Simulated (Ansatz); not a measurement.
Start from Cu₂O (space group Pn-3m, No. 224; a = 4.222 Å).

One thing is altered: an isotropic linear strain of +0.98 %, atoms relaxed at fixed cell.

Levels (all Ansatz, a first-principles code, PAW): PBEsol (420 eV, no spin-orbit coupling); r2SCAN (500 eV, no spin-orbit coupling); HSE06 (420 eV, no spin-orbit coupling).

One geometry, relaxed with PBEsol, under each level:

| level | band gap | lowest conduction level above the VBM at special points | pressure |
|---|---|---|---|
| PBEsol | 0.49 eV | Γ 0.49 eV; M 1.85 eV; X 2.21 eV; R 2.37 eV | -3.57 GPa |
| r2SCAN | 0.76 eV | Γ 0.76 eV; M 2.19 eV; X 2.51 eV; R 2.72 eV | -1.57 GPa |
| HSE06 | 1.99 eV | Γ 1.99 eV; M 3.36 eV; X 3.81 eV | – |

Single points use the geometry relaxed with PBEsol. Their cutoffs differ, which shifts pressures a little. Whether these cells are dynamically stable was not tested. No Hubbard U is applied. The final runs are not spin-polarised.
